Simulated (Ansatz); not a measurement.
The starting structures come from a database of crystals and need not be the phases stable at ambient conditions.

 Where the default PAW files enter, the runs use the earlier of Ansatz's two default sets.

Inside the gap of an insulator the Bloch states are evanescent, with a wavenumber k + iκ along the transport direction.

Data:

```
CELL_PARAMETERS angstrom
      5.93247     0.00000     0.00000
      0.00000     8.38978     0.00000
      0.00000     4.19489     4.19489
ATOMIC_POSITIONS crystal
  Ca 0.00000 0.50000 0.50000
  Ca 0.00000 0.00000 0.50000
  Ca 0.50000 0.00000 0.00000
  As 0.00000 0.00000 0.00000
  Br 0.50000 0.00000 0.50000
  Br 0.50000 0.50000 0.50000
  Br 0.00000 0.50000 0.00000
```

Space group of this cell: Pm-3m. The cell is taken as given.

Transport runs along the normal of the first two printed cell vectors, the (110) plane of the conventional cell.

No gap correction and no spin-orbit coupling; mid-gap values are interpolated between computed energies.

Question: Estimate the band gap and the smallest decay constant κ at mid-gap that r2SCAN (Ansatz, a program for electronic structure) returns for this system.

Answer: Gap 2.02 eV on a 8×8×8 mesh; κ = 0.178 1/Å, at the zone centre.
